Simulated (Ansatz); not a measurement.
A calculation on NH4Br (P4/nmm, No. 129; structure not from a measured cell) returned lattice constant a 5.693 Å, lattice parameter c 4.053 Å, equilibrium volume per atom 10.95 Å³/atom.

**Question.** Which level of theory produced these numbers?
(A) LDA (Ansatz, a program for electronic structure)
(B) r²SCAN-D4 (Ansatz)
(C) r²SCAN+rVV10 (Ansatz)
(D) PBEsol (Ansatz)

**Answer.** B, r²SCAN-D4 (Ansatz)

The others give: r²SCAN+rVV10 5.663 Å, 4.018 Å, 10.74 Å³/atom; LDA 5.533 Å, 3.946 Å, 10.07 Å³/atom; PBEsol 5.685 Å, 4.142 Å, 11.15 Å³/atom.

Unless a cell is named, each level is at its own relaxed cell (LDA 10.07, PBEsol 11.15, r²SCAN-D4 10.95, r²SCAN+rVV10 10.74 Å³/atom).

Caveats: the relaxation could not lower the start's symmetry, so the cell can be a saddle point above a distorted one (r²SCAN+rVV10, LDA, PBEsol, r²SCAN-D4). Ansatz's density-functional and Hartree–Fock values are scalar-relativistic unless marked +SOC, with PAW data made under PBE.
